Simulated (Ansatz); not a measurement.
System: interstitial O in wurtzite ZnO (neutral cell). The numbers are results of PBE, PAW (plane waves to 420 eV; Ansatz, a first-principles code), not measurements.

Cell of 72 host sites held at the relaxed PBE lattice; one k-point at (0.125, 0.250, 0.250); Fermi-Dirac width 0.01 eV, spin-restricted; finite-size errors left in. Static, classical nuclei. The charge state is imposed; whether it is stable for some Fermi level was not computed. Sites that were not tried may lie lower.

Barriers: single points on a 2×2×2 k-point mesh shifted by half a step along c at the bands' geometries.

The step: a concerted move, in which O travels most (a rearrangement that moves the defect's centre by under 1 Å). Atoms about the jump, Cartesian Å from the middle of the jump, before and after:

```json
[
 {"atom": "O1", "x0": "-0.29", "y0": "0.43", "z0": "0.00", "x1": "0.29", "y1": "-0.43", "z1": "0.00"},
 {"atom": "O2", "x0": "0.64", "y0": "-0.08", "z0": "1.02", "x1": "0.23", "y1": "0.62", "z1": "1.04"},
 {"atom": "Zn3", "x0": "0.21", "y0": "0.16", "z0": "-1.87", "x1": "0.24", "y1": "0.13", "z1": "-1.87"},
 {"atom": "Zn4", "x0": "0.25", "y0": "-1.98", "z0": "1.20", "x1": "0.23", "y1": "-2.02", "z1": "1.13"},
 {"atom": "Zn5", "x0": "-1.65", "y0": "1.24", "z0": "1.13", "x1": "-1.61", "y1": "1.24", "z1": "1.20"},
 {"atom": "O6", "x0": "-1.41", "y0": "-2.68", "z0": "0.44", "x1": "-1.46", "y1": "-2.75", "z1": "0.42"},
 {"atom": "O7", "x0": "-3.14", "y0": "0.15", "z0": "0.42", "x1": "-3.05", "y1": "0.15", "z1": "0.44"},
 {"atom": "O8", "x0": "0.24", "y0": "-1.76", "z0": "-2.28", "x1": "0.24", "y1": "-1.82", "z1": "-2.33"},
 {"atom": "O9", "x0": "-1.48", "y0": "1.14", "z0": "-2.33", "x1": "-1.42", "y1": "1.12", "z1": "-2.27"},
 {"atom": "Zn10", "x0": "2.09", "y0": "1.21", "z0": "1.20", "x1": "2.07", "y1": "1.24", "z1": "1.21"},
 {"atom": "Zn11", "x0": "-1.39", "y0": "-2.67", "z0": "-1.57", "x1": "-1.39", "y1": "-2.69", "z1": "-1.58"},
 {"atom": "Zn12", "x0": "-3.04", "y0": "0.16", "z0": "-1.58", "x1": "-3.02", "y1": "0.15", "z1": "-1.58"}
]
```

Problem. Where do these atoms stand at the saddle point, and how high is it?

Solution. 
```json
[
 {"atom": "O1", "x": "-0.31", "y": "-0.18", "z": "0.02"},
 {"atom": "O2", "x": "0.47", "y": "0.32", "z": "1.24"},
 {"atom": "Zn3", "x": "0.25", "y": "0.16", "z": "-1.84"},
 {"atom": "Zn4", "x": "0.20", "y": "-1.89", "z": "1.14"},
 {"atom": "Zn5", "x": "-1.54", "y": "1.16", "z": "1.15"},
 {"atom": "O6", "x": "-1.45", "y": "-2.74", "z": "0.43"},
 {"atom": "O7", "x": "-3.10", "y": "0.15", "z": "0.43"},
 {"atom": "O8", "x": "0.24", "y": "-1.78", "z": "-2.31"},
 {"atom": "O9", "x": "-1.43", "y": "1.12", "z": "-2.31"},
 {"atom": "Zn10", "x": "2.15", "y": "1.26", "z": "1.19"},
 {"atom": "Zn11", "x": "-1.38", "y": "-2.68", "z": "-1.57"},
 {"atom": "Zn12", "x": "-3.02", "y": "0.16", "z": "-1.57"}
]
```
It lies 0.23 eV above the start and 0.23 eV above the end. The program found a first-order saddle point.
